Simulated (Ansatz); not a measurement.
# Ansatz run on Na2H4Pd (I4mm, 7 atoms in the cell): self-consistent single point

Method: LDA (PW92), default PAW files made with PBE (plane waves; Ansatz, a program for electronic structure).

This input was run:

Ansatz 0.2 input:
```yaml
crystal:
  lattice:
    - [-2.65012000, 2.65012000, 3.25943100]
    - [2.65012000, -2.65012000, 3.25943100]
    - [2.65012000, 2.65012000, -3.25943100]
  atoms:
    - { symbol: Na, position: [0.75000000, 0.25000000, 0.50000000] }
    - { symbol: Na, position: [0.25000000, 0.75000000, 0.50000000] }
    - { symbol: H, position: [0.22018000, 0.22018000, 0.44036000] }
    - { symbol: H, position: [0.77982000, 0.77982000, 0.55964000] }
    - { symbol: H, position: [0.22018000, 0.77982000, 0.00000000] }
    - { symbol: H, position: [0.77982000, 0.22018000, 0.00000000] }
    - { symbol: Pd, position: [0.00767000, 0.00767000, 0.00000000] }
basis:
  ecutwfc: 420.0
kpoints:
  mp_grid: { grid: [7, 7, 7] }
hamiltonian:
  xc: lda
  pseudopotentials: { kind: paw }
scf:
  occupations: { method: fixed }
output:
  forces: true
  eigenvalues: true
  stress: true
```

Output (repeated stretches shortened):

```
WARN ansatz: RAYON_NUM_THREADS=1 ignored (pool sized by the plan → 1); use --threads N
Pseudopotentials: kind: paw
Pseudopotential: Na, paw, valence charge 9
Pseudopotential: H, paw, valence charge 1
Pseudopotential: Pd, paw, valence charge 18
Crystal: 7 atoms, lattice volume = 91.566 Å³
Basis set: ecut = 420 eV, 1779 PW (Γ)
Bands: 27, of which v1, the nominal top of the filled ones, is band 20 counted from 1 (19 counted from 0)
Symmetry: 8 space group operations
Space group: I4mm (ITA 107), of the structure as read, at distance tolerance 4.5e-5 Å
k-points: 40 of 343 (time reversal used)
PAW frozen core: Na, regenerated for the run's functional, and the local potential with it
PAW frozen core: Pd, regenerated for the run's functional, and the local potential with it
Initial density: superposition of atomic densities (neutral atoms: chi_scale 0, normalization atom), corrected by the library's trained network
Initial wavefunctions: pseudopotential atomic-orbital guess
Eigensolver: davidson
Functional: x = slater, c = lda
SCF iter   1: F=—  HF=-9842.172574 eV  |F-HF|=—  |Δ(HF+E_count)|=         —  Δρ=1.11e-2  dr2=7.36e-2  ethr=1.77e-3  ⟨swp⟩=4.6  Hψ=3833  notcnv=0  defer=183
all-band conjugate gradients solve this SCF's bands
preconditioner: auto → Resta (q_TF=auto, 2.377 Å⁻¹)
SCF iter   2: F=—  HF=-9842.147385 eV  |F-HF|=—  |Δ(HF+E_count)|=   2.52e-2  Δρ=4.92e-3  dr2=1.74e-2  ethr=1.84e-4  ⟨swp⟩=2.9  Hψ=2206  notcnv=0  defer=200
SCF iter   3: F=—  HF=-9842.141502 eV  |F-HF|=—  |Δ(HF+E_count)|=   5.88e-3  Δρ=1.39e-3  dr2=2.30e-3  ethr=4.35e-5  ⟨swp⟩=2.0  Hψ=1390  notcnv=0  defer=200
SCF iter   4: F=—  HF=-9842.141112 eV  |F-HF|=—  |Δ(HF+E_count)|=   3.90e-4  Δρ=5.94e-4  dr2=3.32e-4  ethr=5.74e-6  ⟨swp⟩=2.0  Hψ=1358  notcnv=0  defer=200
SCF iter   5: F=—  HF=-9842.141075 eV  |F-HF|=—  |Δ(HF+E_count)|=   3.69e-5  Δρ=1.90e-4  dr2=3.00e-5  ethr=8.30e-7  ⟨swp⟩=2.0  Hψ=1313  notcnv=0  defer=102
SCF iter   6: F=—  HF=-9842.141084 eV  |F-HF|=—  |Δ(HF+E_count)|=   8.70e-6  Δρ=3.42e-5  dr2=1.31e-6  ethr=7.50e-8  ⟨swp⟩=1.1  Hψ=1001  notcnv=0  defer=90
SCF iter   7: F=-9842.141084 eV  HF=-9842.141084 eV  |F-HF|=1.43e-8  |Δ(HF+E_count)|=   2.76e-7  Δρ=5.34e-6  dr2=4.03e-8  ethr=2.50e-10  ⟨swp⟩=8.9  Hψ=6219  notcnv=0
SCF 1 converged in 7 iterations: F = -9842.141084 eV  dr2 = 4.03e-8
SCF converged after 7 iterations
Free energy (F): -9842.141084 eV
Harris-Foulkes:  -9842.141084 eV  (|F-HF|=1.43e-8)
Internal energy: -9842.141084 eV  (E = F + TS)
E sigma→0 (E₀):  -9842.141084 eV
Fermi energy:    2.260320 eV
--- Per-component energies (eV) ---
  E_band       = -857.160611
  E_kinetic    = 807.493577
  E_local      = -6026.283169  (includes V_loc(G=0)·N_el)
  E_nonlocal   = 458.795516
  E_hartree    = 2336.644428
  E_xc         = -279.134952
  E_vxc        = -356.503072  (∫ρ·V_xc dr)
  E_paw        = -4113.027302  (= ΣΔE_a)
  E_vpaw       = -413.945025  (= ΣTr[D̂ρ^β])
  E_aug_tail   = -0.004476  (compensation charges beyond the density's cutoff)
  E_ewald      = -3027.587220
  E_core_change = 0.962514  (= ΣΔE_core)
  E_smearing   = -0.000000  (= −TS)
  E_closure    = -0.000000  (closes the sum)
  Σ components = -9842.141084   (vs F -9842.141084, Δ=0.00e0)
--- Forces (eV/Å), atoms counted from 1 ---
  atom   1  Na     0.00000000     0.00000000     0.02062504
  atom   2  Na    -0.00000000    -0.00000000     0.02062504
  atom   3  H     -0.12275644    -0.12275644     0.08453113
  atom   4  H      0.12275644     0.12275644     0.08453113
  atom   5  H      0.12275644    -0.12275644     0.08453113
  atom   6  H     -0.12275644     0.12275644     0.08453113
  atom   7  Pd    -0.00000000     0.00000000    -0.37941556
  max |Σ_I F_I| component: 4.10e-5 eV/Å
--- Stress (GPa, compression-positive) ---
       -2.837495       0.000000       0.000000
        0.000000      -2.837495      -0.000000
        0.000000      -0.000000      -1.558680
  P = ⅓ Tr σ = -2.4112 GPa (-24.112 kbar)
  The stress holds the Pulay correction. Without it, at fixed plane waves, as pw.x and ABINIT print it: P = -2.4911 GPa
--- Band table (eV; the first three rows and the last of 40) ---
  k-point 0: bands = ["-80.5645", "-47.1725", "-47.1666", "-46.5538", "-46.5538", "-45.9436", "-19.7206", "-19.6859", "-19.6859", "-19.6762", "-19.6762", "-19.6480", "-2.9607", "-1.8119", "0.8387", "1.1881", "1.1881", "1.4223", "1.9350", "1.9350", [...]
  k-point 1: bands = ["-80.5645", "-47.1724", "-47.1668", "-46.5538", "-46.5537", "-45.9436", "-19.7213", "-19.6862", "-19.6822", "-19.6807", "-19.6759", "-19.6477", "-2.7915", "-1.8356", "0.8466", "1.0499", "1.1678", "1.2788", "1.8580", "2.0998", [...]
  k-point 2: bands = ["-80.5645", "-47.1724", "-47.1670", "-46.5538", "-46.5535", "-45.9436", "-19.7227", "-19.6909", "-19.6868", "-19.6753", "-19.6739", "-19.6471", "-2.3512", "-1.8745", "0.6009", "0.8773", "1.1196", "1.3403", "1.6814", "2.1037", [...]
  k-point 39: bands = ["-80.5645", "-47.1712", "-47.1681", "-46.5538", "-46.5538", "-45.9435", "-19.7287", "-19.6959", "-19.6957", "-19.6689", "-19.6689", "-19.6450", "-1.9711", "-1.6673", "0.5764", "0.8904", "1.0741", "1.4042", "1.4438", "2.2603", [...]
```

The run converged in 7 iterations.

The starting cell comes from a database of computed structures (which also holds hypothetical and non-ambient phases and stackings), without a prior relaxation at this level. Its lattice was rescaled by up to half a per cent. One atom was moved a little off its site on purpose. Ansatz's pressure includes its estimate of the finite-basis (Pulay) stress.
